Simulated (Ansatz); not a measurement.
System: La₂O₃ (Ia-3, No. 206, 40 atoms in the cell; start mp-2292; a measured phase of this formula has another space group). Method: LDA (Ansatz, a program for electronic structure, PAW).

Numerical settings: plane-wave cutoff 520 eV, 4×4×4 k mesh, Fermi–Dirac smearing 0.01 eV, scalar-relativistic PAW data made under PBE.

Cell (relaxed at this level):

La$_{2}$O$_{3}$ has the cubic space group Ia-3 (No. 206), the bixbyite structure, Pearson symbol cI80. Cell: a = 11.1942 Å, b = 11.1942 Å, c = 11.1942 Å, α = 90.00°, β = 90.00°, γ = 90.00°. La1 on 24d has 6 O at 2.376–2.454 Å. La2 on 8b sees 6 O at 2.408 Å (octahedral). O on 48e sees 4 La at 2.376–2.454 Å. (Neighbours: up to the widest gap in distance over summed covalent radii, below 1.35, at either atom; cation-cation and far metal-metal contacts left out.)
(The calculation used a cell of 40 atoms; values per cell refer to that cell.)

Task: Give the computed band gap.

Result: 
- band gap: 3.33 eV (on the SCF k mesh)

Note: the relaxation could not lower the start's symmetry, so the cell can be a saddle point above a distorted one.

Spin–orbit coupling is not included.

Static lattice: no zero-point or thermal effects.

Computing time: roughly 11 core-minutes.

A start named mp-… is a Materials Project structure, which need not be a measured phase.
